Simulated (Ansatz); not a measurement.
Base system: Nb in the bcc (W type) structure (space group Im-3m, No. 229; a = 3.273 Å; relaxed with 0.1 eV smearing).

One thing is altered: every lattice vector is stretched by 1.26 %, atoms relaxed at fixed cell.

Levels (all Ansatz, an electronic-structure program, PAW, earlier PAW set): PBEsol (420 eV, no spin-orbit coupling); r2SCAN (500 eV, no spin-orbit coupling).

The geometry is relaxed with PBEsol.

| Item | Result |
|---|---|
| PBEsol pressure | -6.3 GPa |

With r2SCAN at the same geometry, the pressure grows by 4.88 GPa to -1.5 GPa.

Single points use the geometry relaxed with PBEsol. Their cutoffs differ, which shifts pressures a little. The cells carry an imposed strain or load. No phonon test of stability was made. The final runs are not spin-polarised.
